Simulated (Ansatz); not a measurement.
The starting structures come from a database of crystals and need not be the phases stable at ambient conditions.

 Where the default PAW files enter, the runs use the earlier of Ansatz's two default sets.

Here is the system:

```
HfK2F6
1.0
    6.19419     0.00000     0.00000
   -3.09710     5.36433     0.00000
    3.09710     1.78811     5.05754
K Hf F
2 1 6
Cartesian
  3.09710   5.36433   3.79315
  3.09710   1.78811   1.26438
  0.00000   0.00000   0.00000
  0.00000   5.51696   3.90108
  0.00000   1.63548   1.15646
 -1.68073   4.54659   1.15646
  1.68073   2.60585   3.90108
  4.51346   2.60585   3.90108
  1.68073   4.54659   1.15646
```

Space group of this cell: Fm-3m. The cell is taken as given; by PBEsol its mean pressure is -1.4 GPa.

Transport runs along the normal of the first two printed cell vectors, the (111) plane of the conventional cell.

The gap is the functional's own. No spin-orbit coupling. Mid-gap values are interpolated on the energy grid.

Problem. State the band gap and the smallest decay constant κ at mid-gap according to PBEsol in Ansatz (an electronic-structure program).

Solution. Gap 6.82 eV on a 8×8×8 mesh; κ = 0.566 1/Å, at the zone centre.
